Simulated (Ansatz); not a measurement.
**Si, pressure series**

Base system: Si (space group Cmcm, No. 63; a = 3.8250 Å, b = 10.6946 Å, c = 12.6526 Å; a cell from a computed database, its experimental status unchecked).

Cell and atoms are relaxed at each pressure.

Level of theory: DFT with PBEsol, PAW potentials and a 420 eV plane-wave cutoff in Ansatz (a quantum-chemistry and plane-wave program), scalar-relativistic without spin-orbit coupling.

```csv
case,electron mass,band gap,smallest direct gap
base,"0.13 mₑ along a, 0.33 mₑ along b, 2.3 mₑ along c (off the special points)",0.39 eV,0.49 eV
pressure −2 GPa,"0.14 mₑ along a, 0.32 mₑ along b, 2.6 mₑ along c (off the special points)",?,?
pressure −1 GPa,"0.13 mₑ along a, 0.32 mₑ along b, 2.5 mₑ along c (off the special points)",0.42 eV,0.51 eV
pressure 0.3 GPa,"0.13 mₑ along a, 0.33 mₑ along b, 2.4 mₑ along c (off the special points)",0.39 eV,0.48 eV
pressure 0.7 GPa,"0.13 mₑ along a, 0.33 mₑ along b, 2.3 mₑ along c (off the special points)",0.38 eV,0.47 eV
pressure 1.5 GPa,"0.13 mₑ along a, 0.33 mₑ along b, 2.2 mₑ along c (off the special points)",0.36 eV,0.45 eV
pressure 3 GPa,"0.13 mₑ along a, 0.34 mₑ along b, 2.1 mₑ along c (off the special points)",0.33 eV,0.42 eV
pressure 5 GPa,"0.13 mₑ along a, 0.34 mₑ along b, 2.0 mₑ along c (off the special points)",0.29 eV,0.37 eV
pressure 7.5 GPa,"0.13 mₑ along a, 0.35 mₑ along b, 1.8 mₑ along c (off the special points)",0.24 eV,0.32 eV
pressure 10 GPa,"0.13 mₑ along a, 0.37 mₑ along b, 1.6 mₑ along c (off the special points)",0.19 eV,0.27 eV
```

Some entries are withheld; estimate them.


- pressure −2 GPa, band gap: 0.44 eV
- pressure −2 GPa, smallest direct gap: 0.54 eV

Load acts through the strain it causes; cell and atoms are relaxed under it. Masses are band curvatures over ±0.01 Å⁻¹ around the edge. Whether these cells are dynamically stable was not tested. Competing high-pressure phases were not computed. This is not the structure that Si has at room temperature and ambient pressure. A zero or small gap of Si under pressure 5 GPa, Si under pressure 7.5 GPa and Si under pressure 10 GPa can be the functional's error rather than a property of the material.
